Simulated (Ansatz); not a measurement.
A periodic model of amorphous Si21Ge3O47:

```yaml
crystal:
  lattice:
    - [9.98216, 0.05778, 0.03465]
    - [0.05778, 9.92727, 0.17893]
    - [0.03465, 0.17893, 10.48192]
  atoms:
    - { symbol: Si, position: [0.78365, 0.22338, 0.72432] }
    - { symbol: Si, position: [0.51419, 0.88294, 0.05064] }
    - { symbol: Si, position: [0.75542, 0.92244, 0.24402] }
    - { symbol: Si, position: [0.78481, 0.43180, 0.52402] }
    - { symbol: Si, position: [0.25161, 0.96778, 0.99614] }
    - { symbol: Si, position: [0.32984, 0.68325, 0.45494] }
    - { symbol: Si, position: [0.02073, 0.10372, 0.54465] }
    - { symbol: Si, position: [0.00330, 0.80151, 0.09624] }
    - { symbol: Si, position: [0.86698, 0.34740, 0.99423] }
    - { symbol: Si, position: [0.10178, 0.60198, 0.30370] }
    - { symbol: Si, position: [0.44832, 0.87005, 0.79980] }
    - { symbol: Si, position: [0.14083, 0.28808, 0.34388] }
    - { symbol: Si, position: [0.63372, 0.65878, 0.36976] }
    - { symbol: Si, position: [0.27392, 0.22662, 0.58463] }
    - { symbol: Si, position: [0.54436, 0.08920, 0.62158] }
    - { symbol: Si, position: [0.07856, 0.81012, 0.50446] }
    - { symbol: Si, position: [0.12239, 0.50665, 0.94421] }
    - { symbol: Si, position: [0.27460, 0.49186, 0.70876] }
    - { symbol: Si, position: [0.60276, 0.43119, 0.15763] }
    - { symbol: Si, position: [0.12465, 0.22968, 0.06655] }
    - { symbol: Si, position: [0.67434, 0.20386, 0.35725] }
    - { symbol: Ge, position: [0.78023, 0.68274, 0.92890] }
    - { symbol: Ge, position: [0.40866, 0.59897, 0.95274] }
    - { symbol: Ge, position: [0.96466, 0.59775, 0.68446] }
    - { symbol: O, position: [0.64106, 0.91930, 0.13583] }
    - { symbol: O, position: [0.02301, 0.20529, 0.41954] }
    - { symbol: O, position: [0.96089, 0.24200, 0.07667] }
    - { symbol: O, position: [0.26251, 0.61988, 0.32809] }
    - { symbol: O, position: [0.74020, 0.40075, 0.07390] }
    - { symbol: O, position: [0.45092, 0.70633, 0.80638] }
    - { symbol: O, position: [0.75647, 0.07668, 0.29581] }
    - { symbol: O, position: [0.48877, 0.93660, 0.65815] }
    - { symbol: O, position: [0.48581, 0.70575, 0.42146] }
    - { symbol: O, position: [0.72257, 0.35901, 0.65212] }
    - { symbol: O, position: [0.30998, 0.58472, 0.58324] }
    - { symbol: O, position: [0.27531, 0.27738, 0.43335] }
    - { symbol: O, position: [0.29948, 0.92074, 0.85380] }
    - { symbol: O, position: [0.58348, 0.29248, 0.25145] }
    - { symbol: O, position: [0.02448, 0.69728, 0.40738] }
    - { symbol: O, position: [0.81700, 0.62450, 0.76686] }
    - { symbol: O, position: [0.03585, 0.65462, 0.16956] }
    - { symbol: O, position: [0.59207, 0.12453, 0.47416] }
    - { symbol: O, position: [0.71844, 0.79800, 0.34587] }
    - { symbol: O, position: [0.17433, 0.11116, 0.97669] }
    - { symbol: O, position: [0.99752, 0.95277, 0.49171] }
    - { symbol: O, position: [0.77490, 0.31915, 0.41361] }
    - { symbol: O, position: [0.22745, 0.61792, 0.98926] }
    - { symbol: O, position: [0.82757, 0.26983, 0.86526] }
    - { symbol: O, position: [0.46674, 0.72693, 0.06318] }
    - { symbol: O, position: [0.90376, 0.89259, 0.18443] }
    - { symbol: O, position: [0.18135, 0.21726, 0.21116] }
    - { symbol: O, position: [0.70422, 0.56958, 0.48532] }
    - { symbol: O, position: [0.41945, 0.19256, 0.64233] }
    - { symbol: O, position: [0.48361, 0.46323, 0.05593] }
    - { symbol: O, position: [0.24205, 0.82133, 0.48389] }
    - { symbol: O, position: [0.38538, 0.98068, 0.08483] }
    - { symbol: O, position: [0.11929, 0.53781, 0.77999] }
    - { symbol: O, position: [0.04220, 0.75065, 0.64729] }
    - { symbol: O, position: [0.90940, 0.15414, 0.64749] }
    - { symbol: O, position: [0.95753, 0.48694, 0.96396] }
    - { symbol: O, position: [0.66321, 0.11482, 0.72409] }
    - { symbol: O, position: [0.21595, 0.35100, 0.66360] }
    - { symbol: O, position: [0.63030, 0.56202, 0.24681] }
    - { symbol: O, position: [0.14541, 0.87467, 0.07552] }
    - { symbol: O, position: [0.18209, 0.36293, 0.99217] }
    - { symbol: O, position: [0.93928, 0.47675, 0.56603] }
    - { symbol: O, position: [0.37373, 0.47156, 0.82655] }
    - { symbol: O, position: [0.93675, 0.77211, 0.95887] }
    - { symbol: O, position: [0.56026, 0.92037, 0.90233] }
    - { symbol: O, position: [0.07937, 0.43968, 0.31462] }
    - { symbol: O, position: [0.16997, 0.10246, 0.60841] }
```

Methods: PBE, scalar-relativistic without spin-orbit coupling (Ansatz, an electronic-structure program); r2SCAN, scalar-relativistic without spin-orbit coupling (Ansatz); HSE06, scalar-relativistic without spin-orbit coupling (Ansatz). Neutral PBE cell, which sets geometry, pressure and energy: sampling: a 2×2×2 Γ-centred mesh; Fermi-Dirac width 0.02 eV; no spin polarisation. The usual formal charges leave 2 electrons over, so the level spacing at the Fermi energy parts defect or band states and needn't be the band gap. Exact exchange is cut at the faces of this 10 Å cell, which leaves hybrid gaps a finite-size error.

Preparation: random packing, a CHGNet melt and quench, and a DFT relaxation. O atoms were pushed apart under 1.9 Å during the dynamics, to hinder bonds among them. The hot cell started wider than the set density and was brought back towards it in steps. It is the lowest in DFT energy of 2 quenches. It is a model cell: composition and starting density were chosen by hand, and all elements were melted together. No dispersion term was used. Its density started from a set value of 2.53 and ended at 2.49 g/cm³. Cooling (nominally 390 K/ps over its main leg) ran many orders faster than in experiment, which tends to leave more defects and strain. A cell of this size samples the disorder only roughly. Volume and shape were free in the relaxation.

Give the pressure and the spacing of the highest filled and lowest empty levels.


| Quantity | Result |
|---|---|
| Pressure on a 2×2×2 Γ-centred mesh | 0.02 GPa |
| Largest force and stress component on that mesh (the relaxation ran on the zone centre alone) | 0.04 eV/Å and 0.1 GPa |
| Level spacing at the Fermi energy on a 2×2×2 Γ-centred mesh (PBE) | 3.80 eV |
| Level spacing at the Fermi energy at the zone centre (PBE) | 3.83 eV |
| Level spacing at the Fermi energy at the zone centre (r2SCAN) | 4.35 eV |
| Level spacing at the Fermi energy at the zone centre (HSE06) | 5.25 eV |
| Distance between the nearest levels spread over more than a fifth of the atoms or a third of the atoms of their main element (six at least) (PBE, zone centre) | 4.41 eV |

At PBE and the zone centre, how localised are the states just below and above the Fermi level (participation number: the atoms over which a state spreads)?

The highest filled state is spread over 5.2 atoms' worth, largest on Ge22, with weights by element (charge in smoothed Voronoi cells) O 0.61, Ge 0.37, Si 0.02. The lowest empty state is spread over 11.9 atoms' worth, largest on Ge24, with weights by element (charge in smoothed Voronoi cells) O 0.57, Ge 0.32, Si 0.11.

At PBE the levels at the filled edge of the gap are localised (band-tail or defect states), and the nearest spread-out levels lie 4.4 eV apart at the zone centre.

Bonds are counted up to Si-Si 2.60 Å, Si-Ge 2.70 Å, Si-O 1.92 Å, Ge-Ge 2.81 Å, Ge-O 2.23 Å, O-O 1.58 Å. Two cations that share two anions don't count as bonded, nor two that share one unless they lie closer than Si-Si 2.38 Å, Si-Ge 2.47 Å, Ge-Ge 2.57 Å.

Added carriers, by PBE, scalar-relativistic without spin-orbit coupling run with Ansatz on the zone centre alone. Charged cells keep the cell fixed and stand in a uniform background, with no image correction, at a width of 0.01 eV; where the count is odd the moment is locked at 1 μB, unless the neutral cell bore moments. Each starts from the undistorted neutral geometry alone. PBE's self-interaction favours spread-out carriers, so it can miss traps that a hybrid finds.

What happens at PBE when the cell takes an extra electron and the atoms relax?

Relaxation lowers the charged cell by 1.12 eV. The largest moves are O40 0.45 Å, O57 0.43 Å, O52 0.34 Å, O66 0.34 Å. The level that holds the added charge spreads over 4.8 atoms' worth, most on Ge24 (weight 0.39): a localised (trapped) carrier, which neighbours of that atom can share. Bonds broken: Ge24-O57. Made neutral again at that geometry, the cell lies +1.53 eV from the neutral start.

What happens at PBE when the cell takes a hole and the atoms relax?

Relaxation lowers the charged cell by 0.44 eV. The largest moves are Ge22 0.54 Å, O49 0.24 Å, O68 0.13 Å, O56 0.13 Å. The level that was emptied spreads over 4.3 atoms' worth, most on Ge22 (weight 0.43): a localised (trapped) carrier, which neighbours of that atom can share. Bonds formed: Ge22-O60. Made neutral again at that geometry, the cell lies +0.91 eV from the neutral start.

A PBE run started with 1 μB on atoms that lack a bond or may hold spare charge lost its moments; other starts weren't tried.
